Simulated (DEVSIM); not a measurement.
**abrupt Si p-n junction**

System: abrupt Si p-n junction, at 300 K.

| layer (left to right) | material | thickness (μm) | Nd (cm⁻³) | Na (cm⁻³) | τn (s) | τp (s) |
|---|---|---|---|---|---|---|
| 1 | Si | 0.110 | - | 5.7e15 | 6.4e-6 | 6.4e-6 |
| 2 | Si | 0.300 | 1.9e17 | - | 6.4e-6 | 6.4e-6 |

Left contact: ohmic. Right contact: ohmic. Voltage is applied to the left contact. Recombination: SRH at mid-gap, radiative, Auger. Mobility is constant in doping.

Constants are typed, rounded textbook-type inputs, not results; the design itself was drawn at random and stands for no fabricated device. Values at 300 K.

| parameter | Si |
|---|---|
| gap (eV) | 1.124 |
| affinity (eV) | 4.05 |
| permittivity | 11.7 |
| Nc (cm⁻³) | 2.86e19 |
| Nv (cm⁻³) | 3.1e19 |
| μn (cm²/Vs) | 1417 |
| μp (cm²/Vs) | 470 |
| B (cm³/s) | 4.7e-15 |
| Cn (cm⁶/s) | 2.8e-31 |
| Cp (cm⁶/s) | 9.9e-32 |

DEVSIM, 1D drift-diffusion, Boltzmann statistics, complete ionisation; no tunnelling, impact ionisation, image-force lowering or self-heating.

The potential step across the device at zero bias comes out as 0.772 V, the largest field in the device at zero bias is 66000 V/cm and the dark forward voltage at 1 A/cm² comes out as 0.413 V. The dark forward voltage at 100 A/cm² is 0.548 V.

Small-signal capacitance in reverse bias (quasi-static):

| V (V) | C (nF/cm²) |
|---|---|
| -0.2 | 75.4 |
| -0.5 | 71.6 |
| -1 | 66.4 |
| -1.5 | 62.2 |
| -2 | 58.7 |
| -3 | 53.2 |

Dark forward current:

(V (V), J (A/cm²)): (0.05, 1.5e-6); (0.10, 1.1e-5); (0.15, 7.0e-5); (0.20, 0.00044); (0.25, 0.0028); (0.30, 0.017); (0.35, 0.10); (0.40, 0.63); (0.45, 3.7); (0.50, 20); (0.55, 110); (0.60, 520); (0.65, 2100)
